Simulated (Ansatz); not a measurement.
The starting structures come from a database of crystals and need not be the phases stable at ambient conditions.

Inside the gap of an insulator the Bloch states are evanescent, with a wavenumber k + iκ along the transport direction.

Data:

```
CELL_PARAMETERS angstrom
      6.57382     0.00000     0.00000
      0.00000     9.29679     0.00000
      3.28691     4.64839     3.28691
ATOMIC_POSITIONS crystal
  K  0.00000 0.50000 0.00000
  Rb 0.50000 0.75000 0.00000
  Rb 0.50000 0.25000 0.00000
  In 0.00000 0.00000 0.00000
  F  0.00000 0.77341 0.45318
  F  0.00000 0.22659 0.54682
  F  0.54682 0.77341 0.45318
  F  0.45318 0.22659 0.54682
  F  0.00000 0.77341 0.00000
  F  0.00000 0.22659 0.00000
```

Space group of this cell: Fm-3m. The cell is taken as given; by PBEsol its mean pressure is -2.2 GPa.

Transport runs along the normal of the first two printed cell vectors, the (110) plane of the conventional cell.

The gap is the functional's own. No spin-orbit coupling. Mid-gap values are interpolated on the energy grid.

Problem. Predict the band gap and the smallest decay constant κ at mid-gap from Ansatz (a quantum-chemistry and plane-wave program) with PBEsol.

Solution. Gap 5.21 eV on a 10×10×10 mesh; κ = 0.479 1/Å, at the zone centre.
